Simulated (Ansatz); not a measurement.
The parent structure is InP in the zinc blende structure (space group F-43m, No. 216).

InP has the cubic space group F-43m (No. 216), the zinc blende structure, Pearson symbol cF8. Conventional cell: a = b = c = 5.9595 Å, α = β = γ = 90.00°. P on 4c has 4 In at 2.581 Å (tetrahedral). In on 4a is coordinated by 4 P at 2.581 Å (tetrahedral). (Neighbours: up to the widest gap in distance over summed covalent radii, below 1.35, at either atom; cation-cation and far metal-metal contacts left out.)
(The calculation used a cell of 2 atoms; values per cell refer to that cell.)

The values are results of DFT with PBE, PAW potentials and a 420 eV plane-wave cutoff in Ansatz (a quantum-chemistry and plane-wave program), no spin-orbit coupling, not measurements.

Before the change:

| Item | Result |
|---|---|
| Valley order | Γ 0.44 eV; L along ⟨111⟩ 1.38 eV; X along ⟨100⟩ 1.85 eV |
| Density | 4.58 g/cm³ |
| Shortest interatomic distance | 2.581 Å |

Now apply this change: a negative pressure, −2 GPa.

Task: How does this affect the valley order?

Result: The valley order (the lowest conduction-band minima on the path, energy above the VBM, named in the base's zone) goes from Γ 0.44 eV; L along ⟨111⟩ 1.38 eV; X along ⟨100⟩ 1.85 eV to Γ 0.24 eV; L along ⟨111⟩ 1.29 eV; X along ⟨100⟩ 1.90 eV.

Task: How does this affect the density?

Result: The density shrinks by 0.17 g/cm³ to 4.41 g/cm³.

Task: How does this affect the shortest interatomic distance?

Result: The shortest interatomic distance grows by 0.0318 Å to 2.612 Å.

Load acts through the strain it causes; cell and atoms are relaxed under it. Whether these cells are dynamically stable was not tested. The zero or small gap of InP under pressure −2 GPa can change with the level of theory.
